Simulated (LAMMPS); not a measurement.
LAMMPS 22 Jul 2025, classical MD, EAM (NiAlH_jea.eam.alloy): NiAl, 11664 atoms.

```yaml
task: MD, nve
potential: EAM, NiAlH_jea.eam.alloy
copies_of_the_repeat_unit: 18×18×18
shape (slab and sphere leave vacuum in the box): bulk
steps: 2000
timestep: 2 fs
thermo: 50
newton: on (default)
atom_modify sort (bins of 2 Å where set): 1000 (default)
comm_style: brick (default)
box: 52.0 × 52.0 × 52.0 Å
start: generated B2 lattice, warmed in an untimed run
```

All runs start from one configuration, warmed at this fixed volume for 1000 steps under a thermostat at 100 K. The run at a skin of 2 Å has a mean temperature of 101 K and a mean pressure of -3.7 GPa.

Each setting ran once; only counts and results are compared.

With neigh_modify every 1 delay 0 check yes, skins of 0.1, 0.3, 0.5, 1, 1.5, 2, 3 Å were run. Further schedules:
- skin 1 Å, every 1 delay 10 check yes
- skin 2 Å, every 20 delay 0 check no
- skin 1 Å, every 100 delay 0 check no
- skin 0.3 Å, every 20 delay 0 check no
- skin 0.3 Å, every 1 delay 10 check yes
- skin 2 Å, every 1 delay 10 check yes
- skin 1 Å, every 20 delay 0 check no

A schedule rebuilds too seldom if it shows a dangerous build, rebuilds less often than the check at every step does at that skin, or fails.

### Question
How often does the distance check rebuild the lists at each skin, and which schedules rebuild too seldom?

### Answer
With the check at every step the rebuilds are 542 at 0.1 Å, 192 at 0.3 Å, 95 at 0.5 Å, 0 at 1 Å, 0 at 1.5 Å, 0 at 2 Å, 0 at 3 Å. Too seldom: skin 0.3 Å, every 20 delay 0 check no; skin 0.3 Å, every 1 delay 10 check yes.

| setting | rebuilds | dangerous builds | list entries an atom | change of the total energy (meV/atom) |
|---|---|---|---|---|
| skin 0.1 Å, every 1 delay 0 check yes | 542 | — | 30.0 | under 0.001 |
| skin 0.3 Å, every 1 delay 0 check yes | 192 | — | 32.0 | under 0.001 |
| skin 0.5 Å, every 1 delay 0 check yes | 95 | — | 32.1 | under 0.001 |
| skin 1 Å, every 1 delay 0 check yes | 0 | — | 56.0 | under 0.001 |
| skin 1.5 Å, every 1 delay 0 check yes | 0 | — | 66.9 | under 0.001 |
| skin 2 Å, every 1 delay 0 check yes | 0 | — | 83.9 | under 0.001 |
| skin 3 Å, every 1 delay 0 check yes | 0 | — | 120 | under 0.001 |
| skin 1 Å, every 1 delay 10 check yes | 0 | 0 | 56.0 | under 0.001 |
| skin 2 Å, every 20 delay 0 check no | 100 | not counted | 83.9 | under 0.001 |
| skin 1 Å, every 100 delay 0 check no | 20 | not counted | 56.0 | under 0.001 |
| skin 0.3 Å, every 20 delay 0 check no | 100 | not counted | 32.0 | under 0.001 |
| skin 0.3 Å, every 1 delay 10 check yes | 190 | 102 | 32.0 | under 0.001 |
| skin 2 Å, every 1 delay 10 check yes | 0 | 0 | 83.9 | under 0.001 |
| skin 1 Å, every 20 delay 0 check no | 100 | not counted | 56.0 | under 0.001 |

Where the energy changes as in the checked runs, the late rebuilds cost nothing that shows in this run. List entries are as LAMMPS prints them (Ave neighs/atom).
